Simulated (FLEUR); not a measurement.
A self-consistent single point of Ni₃Fe (Pm-3m, 4 atoms in the cell) with FLEUR.

Method: LDA (Perdew-Zunger), all-electron FLAPW (FLEUR), scalar-relativistic valence in FLEUR.

```yaml
crystal:
  lattice:
    - [3.55000, 0.00000, 0.00000]
    - [0.00000, 3.55000, 0.00000]
    - [0.00000, 0.00000, 3.55000]
  atoms:
    - { symbol: Fe, position: [0.00000, 0.00000, 0.00000], spin: 3.0 }
    - { symbol: Ni, position: [0.00000, 0.50000, 0.50000], spin: 0.5 }
    - { symbol: Ni, position: [0.50000, 0.00000, 0.50000], spin: 0.5 }
    - { symbol: Ni, position: [0.50000, 0.50000, 0.00000], spin: 0.5 }
```
(The spins are starting values, not results.)

Reference input (self-consistent single point, DFT, PBE, all-electron FLAPW (FLEUR), scalar-relativistic valence): Kmax = 3.6 1/bohr; GmaxXC = 10.8 1/bohr; xcFunctional = pbe; jspins = 2; l_soc = F; mode = hist; fermiSmearingEnergy = 0.00367493 Htr; mesh (inpgen div1-3) = 8 8 8; inpgen gamma flag = true; Gmax = 10.8 1/bohr; numbands = 0; maxIterBroyd = 40. This run's input differs from it in these lines:

```diff
@@ -16,2 +16,3 @@
 &comp jspins=2 /
+&exco xctyp='pz' /
 &kpt div1=8 div2=8 div3=8 gamma=t /
@@ -28,3 +29,3 @@
       <coreElectrons ctail="T" frcor="F" kcrel="0" coretail_lmax="0"/>
-      <xcFunctional name="pbe" relativisticCorrections="F"/>
+      <xcFunctional name="pz" relativisticCorrections="F"/>
       <magnetism jspins="2"/>
```

Output, abridged:

```
 Iteration:     1   Distance:      25.79799821 me/bohr^3
 Iteration:     2   Distance:       8.46065849 me/bohr^3
 Iteration:     3   Distance:       7.47805774 me/bohr^3
 Iteration:     4   Distance:       6.52015937 me/bohr^3
 Iteration:     5   Distance:       4.00567069 me/bohr^3
   [... 12 lines left out ...]
 Iteration:    18   Distance:       0.00014676 me/bohr^3
 Iteration:    19   Distance:       0.00005918 me/bohr^3
 Iteration:    20   Distance:       0.00001180 me/bohr^3
 Iteration:    21   Distance:       0.00000914 me/bohr^3
 Run finished successfully
 Stop message:
   Structural relaxation: Done

[file out, last iteration]
             iter=     22
[...]
          total density-effective poten   -9.2598271072E+03
          total charge density-energy d   -2.3695482842E+02
 Updated energy parameters for spin:           1
 Updated energy parameters for spin:           2
[...]
 fermi energy and band-weighting factors:
    1.117419

[...]
FERMIE:
          first approx. to ef    (T=0)  :   0.324457 htr   (energy of the highest occ. eigenvalue)
          number of occ. states  (T=0)  :       2235
          first approx. to seigv (T=0)  : -42.602460 htr
          sum of weights of occ. states :  64.037109
          sum of semicore charge        :   0.000000 e
FERHIS:  Fermi-Energy by histogram:
          bandgap                     :   0.000242 htr
   [... lines left out ...]
          charge neutrality (T=0)     :   0.037109    (zero if the highest occ. eigenvalue is "entirely" occupied)
     EF_NEWTON:  Adjust Fermi-Energy by Newton-Method.
 Direct bandgap for spin            1 :    3.3671974779351521E-002  Htr
 Direct bandgap for spin            2 :    5.5040908429980773E-003  Htr
 ---->    free energy=                     -5825.7470185272 htr
   [... lines left out ...]
 ***** TOTAL FORCES ON ATOMS *****
 TOTAL FORCE FOR ATOM TYPE=  1  X=  0.000   Y=  0.000   Z=  0.000
                       FX_TOT= 0.000000 FY_TOT= 0.000000 FZ_TOT= 0.000000
 TOTAL FORCE FOR ATOM TYPE=  2  X=  0.000   Y=  3.354   Z=  3.354
                       FX_TOT= 0.000000 FY_TOT= 0.000000 FZ_TOT= 0.000000
 Structural relaxation: Done
```

The run converged in 21 iterations. FLEUR gives forces in its relaxation mode, with a further iteration, so its stop message speaks of a relaxation. Against the reference run the size of the net moment goes from 1.20 to 1.15 μB/atom.

The starting cell has typed, rounded lattice constants, without a prior relaxation at this level. The magnetic order is the one reached from the typed start; others were not searched systematically. Values depend on the basis (sphere radii, cutoffs, local orbitals), which need not be converged. The log's line on a gap gives a spacing of levels on this mesh, which the program prints for metals too.

Cost on one core of a shared machine: roughly 3 min.
